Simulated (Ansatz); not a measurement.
Here is the system:

```
Pr
1.0
   -1.84138     1.84138     1.84138
    1.84138    -1.84138     1.84138
    1.84138     1.84138    -1.84138
Pr
1
Direct
  0.00000   0.00000   0.00000
```

Spin-polarised, with starting moments of sign Pr+.

Calculations: Kohn–Sham DFT with the PBEsol functional, run in Ansatz (a program for electronic structure) with PAW and 420 eV plane waves, no SOC, earlier PAW set. k-mesh 18×18×18 (Γ-centred); smearing 0.05 eV (Fermi–Dirac).

Question: Predict the space group and largest site moment.

Answer: 
```json
{
  "space_group": "Im-3m (No. 229)",
  "largest_site_moment": "2.40 μB"
}
```

The magnetic state is the one reached from the starting moments; the real material's order can differ, and small cells can't hold many antiferromagnetic ones. Open 4f shells without U are poorly described, and the f state was not checked. Whether these cells are dynamically stable was not tested. The cell was made from K by this change: K → Pr; the result is a model cell. This is not the structure that Pr has at room temperature and ambient pressure.
